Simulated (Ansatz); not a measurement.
The starting structures come from a database of crystals and need not be the phases stable at ambient conditions.

By PBEsol, the system below comes out a metal.

A figure of merit of an interconnect metal is its ballistic conductance per area.

Data:

```
Sn
1.0
    3.21600     0.00000     0.00000
   -1.07200     3.03207     0.00000
    1.07200     1.51604     2.67944
Sn
1
Cartesian
  0.00000   0.00000   0.00000
```

Space group of this cell: Fmmm. The cell is strained (lengths across the current scaled by 0.98, ions clamped).

The current flows along the normal of the first two printed cell vectors. No spin-orbit coupling; the value is a mean over 0.1 eV about the Fermi level.

### Question
Give the ballistic conductance per area that PBEsol (Ansatz, an electronic-structure program) yields.

### Answer
1.3 × 10¹⁵ S/m² for both spins.
